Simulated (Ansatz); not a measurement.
Start from Ta in the bcc (W type) structure (space group Im-3m, No. 229; a = 3.282 Å; relaxed with 0.1 eV smearing). Axes: x, y, z lie along the cube axes.

Method: PBEsol (Ansatz, a quantum-chemistry and plane-wave program, PAW, no spin-orbit coupling), earlier PAW set.

A first run, uniaxial strain ε_zz = −1.28 %, gives secant values C11 ≈ 290 GPa and C12 ≈ 170 GPa from its stress. A second run applies uniaxial stress, 3 GPa tension along x.

### Question
What does linear elasticity predict for Young's modulus in the second run, and what does the run give?

### Answer
Linear elasticity: (C11 − C12)(C11 + 2 C12)/(C11 + C12) = 160 GPa. The run gives 150 GPa; any difference comes from nonlinear terms at these strains and numerical noise.

Beyond what the load breaks, stability against distortions was not tested. All final runs are without spin polarisation.
